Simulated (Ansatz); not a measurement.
## BP (model structure, started from the BN type, Pm-3n, No. 223, 12 atoms in the cell)

The numbers are results of LDA (PAW; Ansatz, a quantum-chemistry and plane-wave program), not measurements.

Numerical settings: plane-wave cutoff 520 eV, 6×6×6 k mesh, Fermi–Dirac smearing 0.01 eV, scalar-relativistic PAW data made under PBE.

Cell (relaxed at this level):

BP has the cubic space group Pm-3n (No. 223), Pearson symbol cP12. Cell: a = b = c = 5.5232 Å, α = β = γ = 90.00°. B on 6c sees 4 P at 1.953 Å. P on 6d has 4 B at 1.953 Å. (Neighbours: up to the widest gap in distance over summed covalent radii, below 1.35, at either atom.)

```yaml
band_gap: 0.49 eV (on the SCF k mesh)
direct gap at Γ: 1.24 eV
```

Note: the relaxation could raise the start's symmetry but not lower it, so the cell can be a saddle point.

The computed numbers hold no vibrational or temperature effects.

It cost around 60 core-seconds (rough) of CPU time.

A model structure was made by putting elements into a prototype or built by hand; it is no filed structure, need not be a known phase, and can be a saddle point held by its symmetry.
